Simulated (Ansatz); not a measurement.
Calculation: PBE (plane waves to 420 eV, PAW; Ansatz, a first-principles code).

Plane-averaged electrostatic potential energy along the normal, in eV from the Fermi level, for a constructed model of the (110) surface of bcc W (in the relaxation 2 Bi–W bonds broke), p(2x2) surface alloy, Bi on one W site of the top plane (bottom of the slab: a bare face, its two planes held):

(z (Å), V (eV)): (3.72, 4.88); (4.01, 4.88); (4.30, 4.87); (4.58, 4.87); (4.87, 4.85); (5.16, 4.83); (5.44, 4.77); (5.73, 4.66); (6.02, 4.44); (6.30, 4.00); (6.59, 3.13); (6.88, 1.42); (7.16, -1.98); (7.45, -8.73); (7.73, -16.47); (8.02, -21.10); (8.31, -20.50); (8.59, -14.98); (8.88, -7.33); (9.17, -2.73); (9.45, -3.85); (9.74, -10.34); (10.03, -17.89); (10.31, -21.91); (10.60, -20.49); (10.89, -14.29); (11.17, -6.62); (11.46, -2.72); (11.74, -4.51); (12.03, -11.36); (12.32, -18.58); (12.60, -21.93); (12.89, -19.81); (13.18, -13.20); (13.46, -5.74); (13.75, -2.61); (14.04, -5.24); (14.32, -12.50); (14.61, -19.34); (14.90, -21.90); (15.18, -18.98); (15.47, -11.96); (15.76, -4.85); (16.04, -2.56); (16.33, -5.98); (16.61, -13.51); (16.90, -19.97); (17.19, -21.83); (17.47, -18.23); (17.76, -10.92); (18.05, -4.29); (18.33, -2.99); (18.62, -6.97); (18.91, -12.55); (19.19, -16.06); (19.48, -16.05); (19.77, -13.40); (20.05, -10.14); (20.34, -7.64); (20.63, -5.46); (20.91, -2.46); (21.20, 0.65); (21.48, 2.46); (21.77, 3.32); (22.06, 3.73); (22.34, 3.92); (22.63, 4.02); (22.92, 4.07); (23.20, 4.09); (23.49, 4.10); (23.78, 4.11); (24.06, 4.11); (24.35, 4.11); (24.64, 4.11); (24.92, 4.11)

Slab: 24 atoms, 11.2 Å thick at the start; k 7x7x1, smearing 0.1 eV, dipole-corrected; 8 atoms held, the rest relaxed; symmetry of the start imposed; no spin, no spin-orbit, no U. It is one candidate, not shown to be the stable structure of the face.

Task: The surface cell has an area of 28.68 Å². What dipole along the normal does the step between the two vacuum levels imply?

Result: the top vacuum level lies 0.77 eV below the bottom one; p = −ε₀ A ΔV (ε₀ = 0.005526 e/(V·Å)) gives 0.12 e·Å a cell.
